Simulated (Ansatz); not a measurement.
Migration barriers of dopant-vacancy pairs in nitrides: PBE bands (Ansatz, a quantum-chemistry and plane-wave program, plane waves to 420 eV, PAW, climbing-image NEB) beside r2SCAN single points (500 eV) at the PBE geometries. Forward barriers of single hops from the lowest site run, static nuclei, no finite-size correction. The rows are a random draw from the bands that converged and passed our checks of state and shape. Saddle orders were checked for a part of the study's bands only and are not shown. Vacancies start on their lattice site; split forms were not set up. Charge states are imposed.

```
Defect                                                                                                                                                                             Route  Hop (Å), direction in the unit cell  End over start, densest mesh run (eV)                               Cell and PBE mesh  r2SCAN k-points  PBE (eV)
----------------------------------------------------------------  ----------------------------------------------------------------------------------------------------------------------  -----------------------------------  -------------------------------------  ----------------------------------------------  ---------------  --------
Al-vacancy pair (Al on B, B vacant) in zinc-blende BN, charge -3                           a nearby B jumps into the vacancy (Al-vacancy distance between ideal sites 2.56 Å throughout)        2.54 along (0.50, 0.50, 0.00)                                   0.00                         64 sites, 2×2×2 shifted        same mesh      3.60
Al-vacancy pair (Al on Ga, Ga vacant) in wurtzite GaN, charge -3                          a nearby Ga jumps into the vacancy (Al-vacancy distance between ideal sites 3.21 Å throughout)      3.08 along (-0.32, -0.64, 0.48)                                  -0.03  72 sites, one k-point at (0.125, 0.250, 0.250)        same mesh      1.84
In-vacancy pair (In on Al, Al vacant) in wurtzite AlN, charge -3                          In changes places with the vacancy (In-vacancy distance between ideal sites 3.09 Å throughout)       2.68 along (-0.30, 0.29, 0.43)                                   0.34                                     72 sites, Γ        same mesh      1.10
Al-vacancy pair (Al on B, B vacant) in zinc-blende BN, charge -3                               a nearby B jumps into the vacancy (Al-vacancy distance between ideal sites 2.56 → 4.44 Å)       2.44 along (0.48, 0.01, -0.47)                                   0.01                         64 sites, 2×2×2 shifted        same mesh      2.95
S-vacancy pair (S on N, N vacant) in zinc-blende BN, charge 0     a nearby N jumps into the vacancy (S-vacancy distance between ideal sites 2.56 → 4.44 Å) (strongly reconstructed ends)       2.67 along (-0.53, 0.03, 0.51)                                   1.34                         64 sites, 2×2×2 shifted        same mesh      5.37
O-vacancy pair (O on N, N vacant) in rock-salt TiN, charge 0                                O changes places with the vacancy (O-vacancy distance between ideal sites 3.00 Å throughout)        2.99 along (0.00, 0.50, 0.50)                                   0.00                         64 sites, 2×2×2 shifted        same mesh      2.33
S-vacancy pair (S on N, N vacant) in zinc-blende BN, charge 0                               S changes places with the vacancy (S-vacancy distance between ideal sites 2.56 Å throughout)       2.22 along (0.00, 0.43, -0.43)                                   0.00                         64 sites, 2×2×2 shifted        same mesh      4.55
Si-vacancy pair (Si on B, B vacant) in zinc-blende BN, charge -2                               a nearby B jumps into the vacancy (Si-vacancy distance between ideal sites 2.56 → 3.62 Å)       2.47 along (0.00, 0.49, -0.47)                                   0.59                         64 sites, 2×2×2 shifted        same mesh      3.72
```

**Question.** What does r2SCAN give for each row, and how does it differ from PBE over these rows?

**Answer.** In the order of the rows: 3.76, 1.97, 1.23, 3.12, 5.53, 2.50, 4.88, 3.92 eV. Against PBE it lies higher in 8 of 8 rows and lower in 0 (differences over 0.03 eV). The mean difference is +0.18 eV (median +0.17) and the mean size 0.18 eV; the largest, +0.33 eV, is in row 7.
